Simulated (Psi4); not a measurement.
Psi4 1.11, HF/def2-svp: Ti(NH2)3(Me) ([CH3][Ti]([NH2])([NH2])[NH2]), 14 atoms. The geometry is a generated start, not checked to be a minimum at this level.

```yaml
task: energy
method: scf
basis: def2-svp
memory: 32 GB
maxiter: 100
keys_of_the_molecule_block: symmetry c1
scf_type: df (default)
e_convergence: 1e-06 (default)
d_convergence: 1e-06 (default)
basis_functions: 132
```

Machine: one whole node, Intel Xeon 6 (Granite Rapids), 96 cores on 1 socket, 2 hardware threads a core, 3 L3 cache groups, 3 NUMA nodes.

Each time is the median wall time of two to five repeats, run one at a time on the otherwise empty machine; start-up is included. Processes are pinned to neighbouring cores unless said otherwise. The times hold for this build (conda-forge: OpenMP (LLVM), MKL, Libint2). Scratch files lie in a memory file system.

All on 16 threads. Base settings, kept where nothing else is said: guess = auto, which took SAD (default), scf_initial_accelerator = adiis (default), diis_max_vecs = 10 (default), damping_percentage = 0 (default), soscf = false (default), soscf_start_convergence = 0.01 (default). The settings tried:
- damping_percentage = 30
- guess = gwh
- guess = huckel
- scf_initial_accelerator = ediis
- guess = sadno
- guess = modhuckel
- diis_max_vecs = 20
- guess = sap
- guess = sapgau
- guess = core
- soscf = true
- diis_max_vecs = 4
- the base settings
- soscf = true, soscf_start_convergence = 0.001
- scf_initial_accelerator = none

Problem. Which setting needs the fewest SCF iterations, and is it also the fastest?

Solution. Fewest SCF iterations, with those close behind: soscf = true (6); soscf = true, soscf_start_convergence = 0.001 (7). Shortest time: guess = gwh, 1.3 s; level within 8 % or the scatter of repeats: guess = sapgau; guess = core. All converged.

| setting | SCF iterations | JK calls (those of a Hückel guess's atoms included) | wall time |
|---|---|---|---|
| guess = gwh | 13 | 13 | 1.3 s |
| guess = core | 15 | 15 | 1.3 s |
| guess = sapgau | 9 | 9 | 1.4 s |
| guess = sap | 10 | 10 | 1.5 s |
| scf_initial_accelerator = none | 9 | 10 | 1.9 s |
| guess = sadno | 10 | 10 | 2.1 s |
| guess = huckel | 10 | 32 | 2.1 s |
| guess = modhuckel | 11 | 33 | 2.1 s |
| scf_initial_accelerator = ediis | 9 | 10 | 2.1 s |
| the base settings | 9 | 10 | 2.1 s |
| diis_max_vecs = 20 | 9 | 10 | 2.1 s |
| diis_max_vecs = 4 | 10 | 11 | 2.1 s |
| damping_percentage = 30 | 26 | 27 | 2.3 s |
| soscf = true | 6 | 22 | 2.4 s |
| soscf = true, soscf_start_convergence = 0.001 | 7 | 23 | 2.4 s |

1 further setting of this study gave no repeated timing (cut by our limit, run once, or disturbed).
